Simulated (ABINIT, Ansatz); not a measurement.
An Ansatz (a program for electronic structure) input for a self-consistent single point of SnO (P4/nmm, 4 atoms in the cell) (DFT, PBE, plane waves, default PAW files):

Ansatz 0.2 input:
```yaml
crystal:
  lattice:
    - [3.71543500, 0.00000000, 0.00000000]
    - [0.00000000, 3.71543500, 0.00000000]
    - [0.00000000, 0.00000000, 4.73229100]
  atoms:
    - { symbol: Sn, position: [0.50000000, 0.00000000, 0.76200000] }
    - { symbol: Sn, position: [0.00000000, 0.50000000, 0.23800000] }
    - { symbol: O, position: [0.50000000, 0.50000000, 0.00000000] }
    - { symbol: O, position: [0.00000000, 0.00000000, 0.00000000] }
kpoints:
  mp_grid:
    grid: [7, 7, 6]
hamiltonian:
  xc: pbe
  pseudopotentials:
    kind: paw
scf:
  occupations:
    method: fermi_dirac
    width: 0.02
output:
  forces: true
  eigenvalues: true
  stress: true
```

**Question.** Write the same calculation as an input for ABINIT.

**Answer.** One input that does it (others would too):

```
# SnO, PseudoDojo nc-sr-05 PBE standard
pp_dirpath "./"
pseudos "Sn.upf, O.upf"
acell 3*1.0
rprim
         7.0211545838    0.0000000000    0.0000000000
         0.0000000000    7.0211545838    0.0000000000
         0.0000000000    0.0000000000    8.9427339320
natom 4
ntypat 2
znucl 50 8
typat 1 1 2 2
xred
         0.5000000000    0.0000000000    0.7620000000
         0.0000000000    0.5000000000    0.2380000000
         0.5000000000    0.5000000000    0.0000000000
         0.0000000000    0.0000000000    0.0000000000
ecut 1143 eV
ixc 11
occopt 3
tsmear 0.00073499
nband 27
kptopt 1
ngkpt 7 7 6
nshiftk 1
shiftk 0 0 0
nstep 50
tolvrs 1.0e-10
prtwf 0
prtden 0
enunit 2
```

Basis settings and potentials, where a program has them, do not carry over. This input uses DFT, PBE, plane waves, norm-conserving pseudopotentials (PseudoDojo nc-sr-05 PBE standard).

The starting cell has typed, rounded lattice constants, without a prior relaxation at this level. Its lattice was rescaled by a random factor within 2.5 % of one. For this run, on top of that: lattice scaled by 0.98.
